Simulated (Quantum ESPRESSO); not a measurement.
Input and output of a self-consistent single point for YSb (Fm-3m, 2 atoms in the cell) (Quantum ESPRESSO).

Computed with PBEsol, SSSP 1.1.2 efficiency (PBE) pseudopotentials (plane waves; Quantum ESPRESSO 7.5).

```
YSb
1.0
   -3.10579     0.00000     3.10579
    0.00000     3.10579     3.10579
   -3.10579     3.10579     0.00000
Y Sb
1 1
Direct
  0.50000   0.50000   0.50000
  0.00000   0.00000   0.00000
```

Reference input (self-consistent single point, DFT, LDA (PZ), plane waves, GBRV 1.5 ultrasoft (LDA) pseudopotentials): ecutwfc = 40 Ry; ecutrho = 320 Ry; occupations = smearing; smearing = fermi-dirac; degauss = 0.0073499 Ry; potentials = {Y: y_lda_v1.4.uspp.F.UPF, Sb: sb_lda_v1.4.uspp.F.UPF}; K_POINTS = automatic 12 12 12 0 0 0; conv_thr = 1e-11 Ry; mixing_beta = 0.7. This run's input differs from it in these lines:

```diff
@@ -18,2 +18,3 @@
    degauss = 0.0073499
+   input_dft = 'pbesol'
 /
@@ -24,4 +25,4 @@
 ATOMIC_SPECIES
-Y     88.9058  y_lda_v1.4.uspp.F.UPF
-Sb   121.7600  sb_lda_v1.4.uspp.F.UPF
+Y     88.9058  Y_pbe_v1.uspp.F.UPF
+Sb   121.7600  sb_pbe_v1.4.uspp.F.UPF
 ATOMIC_POSITIONS {crystal}
```

Output, abridged:

```
     Self-consistent Calculation

     iteration #  1     ecut=    40.00 Ry     beta= 0.70

     negative rho (up, down):  4.336E-02 0.000E+00

     total energy              =    -271.88291126 Ry
     estimated scf accuracy    <       0.45949340 Ry

     iteration #  2     ecut=    40.00 Ry     beta= 0.70

     negative rho (up, down):  4.428E-02 0.000E+00

     total energy              =    -272.01189562 Ry
     estimated scf accuracy    <       0.05017662 Ry

     iteration #  3     ecut=    40.00 Ry     beta= 0.70

     negative rho (up, down):  4.444E-02 0.000E+00

     total energy              =    -272.02457204 Ry
     estimated scf accuracy    <       0.00487577 Ry

   [... 5 blocks of this kind left out ...]

     iteration #  9     ecut=    40.00 Ry     beta= 0.70

     negative rho (up, down):  4.439E-02 0.000E+00

     total energy              =    -272.02571514 Ry
     estimated scf accuracy    <          3.6E-11 Ry

     iteration # 10     ecut=    40.00 Ry     beta= 0.70

     negative rho (up, down):  4.439E-02 0.000E+00
     End of self-consistent calculation

     the Fermi energy is     9.9676 ev

!    total energy              =    -272.02571514 Ry
     estimated scf accuracy    <          2.1E-13 Ry
     smearing contrib. (-TS)   =      -0.00072923 Ry
     internal energy E=F+TS    =    -272.02498591 Ry

     convergence has been achieved in  10 iterations

     negative rho (up, down):  4.439E-02 0.000E+00

     Forces acting on atoms (cartesian axes, Ry/au):

     atom    1 type  1   force =     0.00000000    0.00000000    0.00000000
     atom    2 type  2   force =     0.00000000    0.00000000    0.00000000

     Total force =     0.000000     Total SCF correction =     0.000000

     negative rho (up, down):  4.439E-02 0.000E+00
          total   stress  (Ry/bohr**3)                   (kbar)     P=      -27.59
  -0.00018753   0.00000000   0.00000000          -27.59        0.00        0.00
   0.00000000  -0.00018753  -0.00000000            0.00      -27.59       -0.00
   0.00000000  -0.00000000  -0.00018753            0.00       -0.00      -27.59

   JOB DONE.
```

The run converged in 10 iterations. Against the reference run the pressure goes from -4.52 to -2.76 GPa.

The starting cell comes from a database of computed structures (which also holds hypothetical and non-ambient phases and stackings), without a prior relaxation at this level.

Cost on one core of a shared machine: roughly 60 s.
